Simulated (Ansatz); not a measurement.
Bi₂Te₂S (R3m, No. 160, 5 atoms in the cell; start mp-1227335; a measured phase of this formula has another space group) was calculated with LDA (plane waves, PAW; Ansatz, a quantum-chemistry and plane-wave program).

The input as run:

Ansatz 0.2 input:
```yaml
crystal:
  lattice:
    - [2.1285657055, 1.2289281423, 9.6067013297]
    - [-2.1285657055, 1.2289281423, 9.6067013297]
    - [0.0, -2.4578558069, 9.6067013908]
  atoms:
    - { symbol: Bi, position: [0.4032031429, 0.4032031429, 0.4032031429] }
    - { symbol: Bi, position: [0.5918451636, 0.5918451636, 0.5918451636] }
    - { symbol: Te, position: [0.9950570972, 0.9950570972, 0.9950570972] }
    - { symbol: Te, position: [0.7977542355, 0.7977542355, 0.7977542355] }
    - { symbol: S, position: [0.2121303609, 0.2121303609, 0.2121303609] }
basis:
  ecutwfc: 520
  ecutrho_ratio: 4
  xc_grid: 2
kpoints:
  mp_grid: { grid: [10, 10, 10] }
hamiltonian:
  xc: lda
  dispersion: none
  pseudopotentials: { kind: paw }
scf:
  occupations: { method: fermi_dirac, width: 0.01 }
output:
  forces: true
  stress: true
  eigenvalues: true
relax:
  f_tol: 0.004
  escape_saddle: false
  max_steps: 80
  cell: { stress_tol: 0.02, fix: [volume] }
```

Excerpt of the program's output:

```
Relaxation: its limit of steps is 80 (relax.max_steps)
Crystal: 5 atoms, lattice volume = 150.778 Å³
Basis set: ecut = 520 eV, 4043 PW (Γ), FFT grids on a1−a3, a2−a3, a3, exchange–correlation on 64×64×150 points (8 copies of the dense FFT grid, shifted against one another)
Bands: 41, of which v1, the nominal top of the filled ones, is band 34 counted from 1 (33 counted from 0)
Symmetry: 6 space group operations
Space group: R3m (ITA 160), of the structure as read, at distance tolerance 5.3e-5 Å
k-points: 116 of 1000 (time reversal used)
Functional: x = slater, c = lda
SCF iter   1: F=—  HF=-38696.829083 eV  |F-HF|=—  |Δ(HF+E_count)|=         —  Δρ=4.68e-3  dr2=3.84e-2
SCF iter   2: F=—  HF=-38696.819389 eV  |F-HF|=—  |Δ(HF+E_count)|=   9.69e-3  Δρ=2.63e-3  dr2=1.26e-2
  ...
SCF 1 converged in 7 iterations: F = -38696.816207 eV  dr2 = 1.75e-8
Crystal: 5 atoms, lattice volume = 150.778 Å³
Basis set: ecut = 520 eV, 4037 PW (Γ), FFT grids on a1−a3, a2−a3, a3, exchange–correlation on 64×64×150 points (8 copies of the dense FFT grid, shifted against one another)
Initial density: handed on by an earlier stage of this run
  ...
Crystal: 5 atoms, lattice volume = 150.778 Å³
SCF 3 converged in 6 iterations: F = -38696.819651 eV  dr2 = 1.96e-9
Crystal: 5 atoms, lattice volume = 150.778 Å³
SCF 4 converged in 6 iterations: F = -38696.820020 eV  dr2 = 6.51e-10
Crystal: 5 atoms, lattice volume = 150.778 Å³
SCF 5 converged in 6 iterations: F = -38696.820114 eV  dr2 = 3.14e-10
Crystal: 5 atoms, lattice volume = 150.778 Å³
SCF 6 converged in 6 iterations: F = -38696.820125 eV  dr2 = 2.53e-11
Crystal: 5 atoms, lattice volume = 150.778 Å³
SCF iter   8: F=-38696.820125 eV  HF=-38696.820125 eV  |F-HF|=2.18e-11  |Δ(HF+E_count)|=  1.46e-11  Δρ=5.84e-10  dr2=3.18e-16
SCF iter   9: F=-38696.820125 eV  HF=-38696.820125 eV  |F-HF|=7.28e-12  |Δ(HF+E_count)|=  2.91e-11  Δρ=3.92e-10  dr2=2.97e-16
SCF 7 converged in 9 iterations: F = -38696.820125 eV  dr2 = 2.97e-16
SCF converged after 9 iterations
Free energy (F): -38696.820125 eV
Internal energy: -38696.820125 eV  (E = F + TS)
E sigma→0 (E₀):  -38696.820125 eV
Fermi energy:    9.238440 eV
--- Stress (GPa, compression-positive) ---
       -0.767485       0.000000       0.000000
        0.000000      -0.767485      -0.000000
        0.000000      -0.000000      -0.772590
  P = ⅓ Tr σ = -0.7692 GPa (-7.692 kbar)
```

The cell is one volume of an energy–volume scan, off the minimum.

The PAW data were made under PBE.

Note: the relaxation could not lower the start's symmetry, so the cell can be a saddle point above a distorted one.

Computing time: very roughly 12 core-minutes.

A start named mp-… is a Materials Project structure, which need not be a measured phase.
